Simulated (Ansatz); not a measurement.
Consider Si in the diamond structure (space group Fd-3m, No. 227; a = 5.444 Å).

It is then changed as follows: cell and atoms relaxed at a pressure of 7.5 GPa.

Levels (all Ansatz, a program for electronic structure, PAW, earlier PAW set): r2SCAN (500 eV, no SOC); HSE06 (420 eV, no SOC); HSE06+SOC (420 eV, with spin-orbit coupling).

One geometry, relaxed with r2SCAN, under each level:

The valence-band top lists the three highest levels at Γ (Kramers pairs under SOC), from the VBM.

```json
[
 {"level": "r2SCAN", "band gap": "0.65 eV", "lowest conduction level above the VBM at special points": "X 0.78 eV; U 1.33 eV; K 1.33 eV; Γ 2.76 eV", "valence-band top at Γ": "0.00, 0.00, 0.00 eV"},
 {"level": "HSE06", "band gap": "___", "lowest conduction level above the VBM at special points": "___", "valence-band top at Γ": "–"},
 {"level": "HSE06+SOC", "band gap": "___", "lowest conduction level above the VBM at special points": "___", "valence-band top at Γ": "___"}
]
```

Problem. Give the withheld HSE06 and HSE06+SOC results.

Solution. 
- HSE06, band gap: 1.01 eV
- HSE06, lowest conduction level above the VBM at special points: X 1.15 eV; U 1.72 eV; K 1.72 eV; Γ 3.34 eV
- HSE06+SOC, band gap: 0.99 eV
- HSE06+SOC, lowest conduction level above the VBM at special points: X 1.13 eV; U 1.70 eV; K 1.70 eV; Γ 3.30 eV
- HSE06+SOC, valence-band top at Γ: 0.00, 0.00, -0.05 eV

Single points use the geometry relaxed with r2SCAN. Their cutoffs differ, which shifts pressures a little. The hybrid gap comes from the SCF mesh plus the semilocal run's edge points and a few special points and is an upper bound. The spin-orbit shifts are approximate. Load acts through the strain it causes; cell and atoms are relaxed under it. Whether these cells are dynamically stable was not tested. Tetrahedral semiconductors of this kind turn to denser phases somewhere between about 1 and 50 GPa; those were not computed, so compressed cells here can lie past the real transition.
